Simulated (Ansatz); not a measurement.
We consider NbN (model structure, started from the NbAs type, I4₁md, No. 109, 4 atoms in the cell), described by PBEsol in Ansatz (PAW).

Numerical settings: plane-wave cutoff 520 eV, 28×28×28 k mesh, Fermi–Dirac smearing 0.05 eV, no spin polarisation, scalar-relativistic PAW data made under PBE.

Cell (relaxed at this level):

```
CELL_PARAMETERS angstrom
     -1.44307     1.44307     5.12110
      1.44307    -1.44307     5.12110
      1.44307     1.44307    -5.12110
ATOMIC_POSITIONS crystal
  Nb 0.49892 0.49892 0.00000
  Nb 0.24892 0.74892 0.50000
  N  0.91708 0.91708 0.00000
  N  0.66708 0.16708 0.50000
```

Give the computed band gap, Γ–Γ gap and bulk modulus B0.


band gap: 0.26 eV (on the SCF k mesh)
Γ–Γ gap: 4.98 eV
bulk modulus B0: 338 GPa

Note: the bulk modulus is −V dP/dV from two relaxed cells at ±2 % in volume; the relaxation could raise the start's symmetry but not lower it, so the cell can be a saddle point.

Spin–orbit coupling is not included.

The computed numbers hold no vibrational or temperature effects.

A model structure was made by putting elements into a prototype or built by hand; it is no filed structure, need not be a known phase, and can be a saddle point held by its symmetry.

Ansatz is a quantum-chemistry and plane-wave program.
